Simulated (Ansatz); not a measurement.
A periodic model of amorphous Ti16Si32:

```xyz
48
Lattice="9.0267 0.0000 0.0000 0.0000 9.0267 0.0000 0.0000 0.0000 9.0267" Properties=species:S:1:pos:R:3 pbc="T T T"
Ti     0.0284     6.2168     8.3227
Ti     7.5661     1.4835     6.4022
Ti     3.5282     5.8326     8.6141
Ti     6.2026     4.3465     7.5123
Ti     2.8238     2.9099     4.4138
Ti     4.3478     8.5573     7.9689
Ti     0.9550     0.5778     7.8455
Ti     4.9869     1.9343     5.9053
Ti     8.2580     4.5609     1.5872
Ti     1.7931     3.5934     8.8129
Ti     7.8304     7.7061     3.9772
Ti     2.5851     1.0528     1.5211
Ti     3.5786     5.4435     2.9599
Ti     8.9601     2.3275     3.7320
Ti     1.9297     5.1954     5.8673
Ti     5.8802     0.1136     1.5247
Si     6.8469     2.4753     1.7642
Si     6.2444     6.8394     8.5926
Si     8.1641     7.9599     6.6312
Si     4.7432     6.2820     6.4308
Si     7.1446     3.6619     5.0798
Si     7.8244     7.3516     1.3982
Si     1.7210     7.9339     0.4671
Si     3.2748     1.7412     8.0663
Si     5.5631     4.7614     1.1309
Si     4.8419     4.3589     4.8976
Si     0.9315     2.7577     6.3300
Si     0.9254     8.7061     2.9402
Si     6.6601     1.1057     3.8629
Si     8.3190     5.6689     5.8633
Si     0.6784     5.2767     3.6609
Si     0.6233     0.4565     5.2639
Si     0.1500     1.9530     1.0297
Si     5.8316     8.4560     5.7682
Si     5.1180     7.5967     3.5548
Si     3.8873     7.6271     1.4318
Si     2.1204     7.3749     7.0650
Si     8.4416     3.4741     8.1256
Si     1.6842     3.4419     2.2705
Si     4.0699     3.0200     1.8534
Si     2.9303     0.3835     5.8707
Si     2.5015     7.4150     4.4178
Si     6.3845     5.5248     3.3137
Si     4.2427     0.9282     3.5512
Si     1.5642     5.6952     1.3317
Si     5.8346     1.8278     8.4449
Si     7.7335     0.3091     8.8665
Si     3.6728     3.8047     7.0630
```

Computed with PBE, scalar-relativistic without spin-orbit coupling (plane waves to 420 eV, PAW; Ansatz, a program for electronic structure).

A CHGNet melt-quench gave the starting glass, which DFT then relaxed. The hot cell started wider than the set density and was brought back towards it in steps. It is the lowest in DFT energy of 2 quenches. It is a model cell: composition and starting density were chosen by hand, and all elements were melted together. No dispersion term was used. Its density started from a set value of 3.69 and ended at 3.76 g/cm³. The quench (nominally 240 K/ps over its main leg) was far faster than any real one, so the model tends to hold more defects than a real film. One small periodic cell is one sample of the glass; other quenches scatter about these values. The volume was free in the relaxation, at fixed shape. Stress components on the final sampling reach 1.9 GPa. On a 2×2×2 Γ-centred mesh force components of up to 0.37 eV/Å stay, since the relaxation ran on one k-point at (1/4, 1/4, 1/4).

Bonds are counted up to Ti-Ti 3.88 Å, Ti-Si 3.22 Å, Si-Si 2.74 Å.

**Question.** Give the coordination numbers, mean bond lengths and angles.

**Answer.** 
```yaml
Mean coordination of Ti: 13.44 (2 with 12, 5 with 13, 9 with 14)
Mean coordination of Si: 7.66 (1 with 5, 2 with 6, 10 with 7, 14 with 8, 4 with 9, 1 with 10)
Mean Ti-Si bond: 2.700 Å (spread 0.148 Å, 139 counted)
Mean Si-Si bond: 2.526 Å (spread 0.097 Å, 53 counted)
Mean Ti-Ti bond: 3.263 Å (spread 0.274 Å, 38 counted)
Bond angle at Ti: mean 95.5°, spread 34.5°
Bond angle at Si: mean 98.6°, spread 31.9°
```
